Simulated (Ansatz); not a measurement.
# A computed series for GaP: response to strain

Consider GaP in the zinc blende structure (space group F-43m, No. 216).

```xyz
2
Lattice="0.0000 2.6957 2.6957 2.6957 0.0000 2.6957 2.6957 2.6957 0.0000" Properties=species:S:1:pos:R:3 pbc="T T T"
Ga     0.0000     0.0000     0.0000
P      1.3478     1.3478     1.3478
```

Cartesian axes are those of the cell as printed.

Strains are applied to the cell and any free atomic positions relax.

The values are results of plane-wave PAW DFT at the LDA level (Ansatz, an electronic-structure program, 420 eV), no SOC, not measurements.

Notes on the quantities. pressure: mean of the normal stresses, compression positive; energy relative to the base: free energy F.

| change | volume per atom | pressure | energy relative to the base | gap character |
|---|---|---|---|---|
| base | 19.59 Å³ | -0.01 GPa | 0 meV/atom | – |
| uniaxial strain ε_zz = −2.50 % | 19.10 Å³ | 2.39 GPa | +5.5 meV/atom | indirect, Γ → Γ–M (88 % along) |
| uniaxial strain ε_zz = −2.00 % | 19.20 Å³ | 1.88 GPa | +3.5 meV/atom | indirect, Γ → Γ–M (87 % along) |
| uniaxial strain ε_zz = −1.00 % | 19.39 Å³ | 0.92 GPa | +0.9 meV/atom | indirect, Γ → Γ–M (87 % along) |
| uniaxial strain ε_zz = −0.50 % | 19.49 Å³ | 0.45 GPa | +0.2 meV/atom | indirect, Γ → Γ–M (87 % along) |
| uniaxial strain ε_zz = +0.50 % | 19.69 Å³ | -0.45 GPa | +0.2 meV/atom | indirect, Γ → Γ–X (87 % along) |
| uniaxial strain ε_zz = +1.00 % | 19.78 Å³ | -0.88 GPa | +0.9 meV/atom | indirect, Γ → Γ–X (87 % along) |
| uniaxial strain ε_zz = +1.50 % | 19.88 Å³ | -1.31 GPa | +2.0 meV/atom | indirect, Γ → Γ–X (87 % along) |
| uniaxial strain ε_zz = +2.00 % | 19.98 Å³ | -1.72 GPa | +3.4 meV/atom | indirect, Γ → Γ–X (87 % along) |
| uniaxial strain ε_zz = +2.50 % | 20.08 Å³ | -2.12 GPa | +5.4 meV/atom | indirect, Γ → Γ–X (87 % along) |

Whether these cells are dynamically stable was not tested. k-point labels follow each cell's own Brillouin zone.
